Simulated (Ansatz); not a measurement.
An Ansatz (a first-principles code) input (PBE-D3(BJ)/PAW in Ansatz, no SOC):

Ansatz 0.2 input:
```yaml
crystal:
  lattice:
    - [1.8917305067, 1.0921911173, 3.3697724916]
    - [-1.8917305067, 1.0921911173, 3.3697724916]
    - [0, -2.1843822345, 3.3697724916]
  atoms:
    - { symbol: As, position: [0.2302784551, 0.2302784551, 0.2302784551] }
    - { symbol: As, position: [0.7697215449, 0.7697215449, 0.7697215449] }
basis: { ecutwfc: 420, ecutrho_ratio: 4, xc_grid: 2, fft_grid_basis: typed }
kpoints: { mp_grid: { grid: [11, 11, 11] } }
hamiltonian:
  xc: pbe
  dispersion: d3bj
  pseudopotentials: { kind: paw }
scf: { occupations: { method: fermi_dirac, width: 0.05 }, convergence: { dr2_threshold: 0.0000000002 } }
output: { forces: true, stress: true }
checkpoint: { write: state.ck, write_every: 1000 }
```

**Question.** Which symmetry and how many k-points will the program report, and about how many plane waves at Γ?

**Answer.** Space group R-3m (ITA 166) with 12 operations, k-points 146 of 1331, and 821 plane waves at Γ.

Whether these cells are dynamically stable was not tested. The cell is As in the A7 type structure (space group R-3m, No. 166; layered).
